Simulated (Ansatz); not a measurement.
Input and output of a relaxation of cell and atoms for BiSb (R3m, 2 atoms in the cell) (Ansatz, a program for electronic structure).

Method: PBEsol, default PAW files made with PBE (plane waves; Ansatz).

The change in words: atoms on their sites; basis.ecutwfc: 420 eV → 355 eV; relax: default → cell and atoms. Reference geometry:
```xyz
2
Lattice="2.2152 1.2789 3.9553 -2.2152 1.2789 3.9553 0.0000 -2.5579 3.9553" Properties=species:S:1:pos:R:3 pbc="T T T"
Sb     0.0000     0.0000     9.1633
Bi     0.0000     0.0000     2.7524
```

Reference input (self-consistent single point, DFT, PBEsol, plane waves, default PAW files made with PBE): basis.ecutwfc = 420 eV; kpoints.mp_grid.grid = 7 7 7; hamiltonian.xc = pbesol; hamiltonian.pseudopotentials = {kind: paw} (the program's default PAW files); scf.occupations.method = fermi_dirac; scf.occupations.width = 0.1 eV. This run's input differs from it in these lines:

Ansatz 0.2 input:
```diff
@@ -7,6 +7,6 @@
   atoms:
-    - { symbol: Sb, position: [0.772241, 0.772241, 0.772241] }
+    - { symbol: Sb, position: [0.768027, 0.768027, 0.768027] }
     - { symbol: Bi, position: [0.231960, 0.231960, 0.231960] }
 basis:
-  ecutwfc: 420.0 eV
+  ecutwfc: 355.0 eV
 kpoints:
@@ -18,2 +18,4 @@
   occupations: { method: fermi_dirac, width: 0.1 eV }
+relax:
+  cell: {}
 output:
```

The program printed (abridged):

```
   [... SCF lines of the steps left out ...]
relax step   1: F+E_penalty+E_count = -18650.09350772 eV  Δ(F+E_penalty+E_count) = +0.000e0 eV  max|allowed force component| = 1.376e-1 eV/Å  Δτ_max = 0.0000 Å  P = -0.911 GPa  Ω = 67.232 Å³  (6 SCF iters, dr2 threshold 1.00e-7 eV, accepted)
relax step   2: F+E_penalty+E_count = -18650.11000526 eV  Δ(F+E_penalty+E_count) = -1.650e-2 eV  max|allowed force component| = 4.995e-2 eV/Å  Δτ_max = 0.0307 Å  P = +0.182 GPa  Ω = 64.933 Å³  energy of the carried Pulay correction = +3.002e-3 eV  [...]
   [... lines left out ...]
relax step   7: F+E_penalty+E_count = -18650.11362497 eV  Δ(F+E_penalty+E_count) = -3.793e-4 eV  max|allowed force component| = 3.064e-4 eV/Å  Δτ_max = 0.0018 Å  P = +0.002 GPa  Ω = 64.379 Å³  energy of the carried Pulay correction = +2.780e-4 eV  [...]
relax step   8: F+E_penalty+E_count = -18650.11333558 eV  Δ(F+E_penalty+E_count) = +2.894e-4 eV  max|allowed force component| = 3.961e-4 eV/Å  Δτ_max = 0.0000 Å  P = -0.006 GPa  Ω = 64.379 Å³  stress off target by 1.47e-2 GPa  SCF on the basis [...]
basis re-selected at this cell: Δ(F+E_penalty+E_count) = +2.894e-4 eV, ΔP = -0.008 GPa vs the last step
the relaxation is at rest under the 6 symmetry operations that the run kept from its start: a minimum is not shown …
Stability not checked: this state was not tested for a lower state beside it, because too few of the mixer's solves of this state at the end of the SCF gave a …
Free energy (F): -18650.113336 eV
Internal energy: -18650.107379 eV  (E = F + TS)
   [... lines left out ...]
Fermi energy:    9.872904 eV
   [... lines left out ...]
  cell:  # Å, volume = 64.3786 Å³
    - [2.2168448120227966, 1.279895948972987, 3.7816413822144566]
    - [-2.2168448120227966, 1.279895948972987, 3.7816413822144566]
    - [-1.436899670915004e-19, -2.5597918979459737, 3.7816413822144566]
  atoms:
    - { symbol: Sb, position: [0.7639383432175008, 0.7639383432175008, 0.7639383432175008] }
    - { symbol: Bi, position: [0.23604865678249956, 0.23604865678249956, 0.23604865678249953] }
```

The run converged.  The full log also holds: “iter 5 did not close the SCF: its close was put off for the readings that it lacked (scf_convergence_deferred on its scf_iter line)”. The full log also holds: “iter 4 did not close the SCF: its close was put off for the readings that it lacked (scf_convergence_deferred on its scf_iter line)”.

Summary of the result:
```
Quantity                                                                                                               Result
-----------------------------------------------  ----------------------------------------------------------------------------
Free energy E − TS (on the zero of these files)                                                                -18650.1133 eV
Gap on the k-point mesh                                                                                               0.48 eV
Pressure                                                                                                            -0.01 GPa
Final cell                                       a = 4.5665 Å, b = 4.5665 Å, c = 4.5665 Å, α = 58.08°, β = 58.08°, γ = 58.08°
Final volume per atom                                                                                                32.19 Å³
Relaxation steps                                                                                                            8
```

The starting cell comes from a database of computed structures (which also holds hypothetical and non-ambient phases and stackings), without a prior relaxation at this level. Its lattice was rescaled by up to half a per cent. Spin-orbit coupling is off. The relaxation keeps the symmetry of its start, so its end need not be a minimum. Ansatz's pressure includes its estimate of the finite-basis (Pulay) stress. The cutoff lies below the one recommended for these files.

Cost on one core of a shared machine: roughly 40 s.
